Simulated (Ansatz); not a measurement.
Point defect V_B+O_N in zinc-blende BN

Level of theory: PBE, PAW (plane waves to 420 eV; Ansatz, an electronic-structure program). A 2×2×2 supercell of 64 sites was used; the energies come from a 2×2×2 shifted sampling of its zone. Sites at the start: the B site; N 1.57 Å away. Charged cells carry a point-charge image correction with potential alignment at far atoms. Dielectric constants: PBE linear response of the host. Host gap at this level: 4.46 eV. These values are not converged in cell size to better than tenths of an eV. Levels are measured in PBE's own, too narrow, gap. Spin–orbit coupling is left out. Each state is the lowest found from its start.

Formation energies E_f are given with the Fermi level at the valence-band maximum. Chemical conditions: B-rich (Δμ(B) = 0.00 eV, Δμ(N) = -2.35 eV, Δμ(O) = -3.95 eV, bounded by B2O3 (P3_121); only phases computed here count, gases as isolated molecules at 0 K); N-rich (Δμ(B) = -2.35 eV, Δμ(N) = 0.00 eV, Δμ(O) = -2.38 eV, bounded by B2O3 (P3_121); only phases computed here count, gases as isolated molecules at 0 K). Reference phases: B: alpha boron, N: N2 molecule in a box, O: O2 molecule in a box.

| charge | moment (μB) | largest move off a lattice site (Å) | image correction with alignment (eV) | E_f, B-rich (eV) | E_f, N-rich (eV) | above the lowest spin state (eV) |
|---|---|---|---|---|---|---|
| +1† | 1.0 | 0.16 | -0.10 | – | – | 0.00 |
| +1† | 1.0 | 0.16 | -0.10 | – | – | 0.00 |
| 0 | 2.0 | 0.15 | 0.00 | 5.86 | 4.30 | 0.00 |
| 0† | not spin-polarised | 0.14 | 0.00 | 6.08 | 4.51 | 0.22 |
| −1† | 1.0 | 0.15 | 0.64 | – | – | 0.00 |
| −1† | 1.0 | 0.15 | 0.64 | – | – | 0.00 |
| −2 | not spin-polarised | 0.15 | 1.87 | 9.51 | 7.95 | 0.00 |
| −2 | 0.0 | 0.15 | 1.87 | 9.51 | 7.95 | 0.00 |

† Not settled in this cell, so no level is given: charge +1: a large or scattered potential alignment, level within 0.1 eV of a band edge or past it; charge −1: a level filled in part.

Starting moments that weren't kept: charge +1 began with 3 μB and ended with 1.0; charge −1 began with 3 μB and ended with 1.0; charge −2 began with 2 μB and ended with 0.0.

Flagged in the runs: a doubtful potential alignment.

All states together cost very roughly 40 core-minutes.
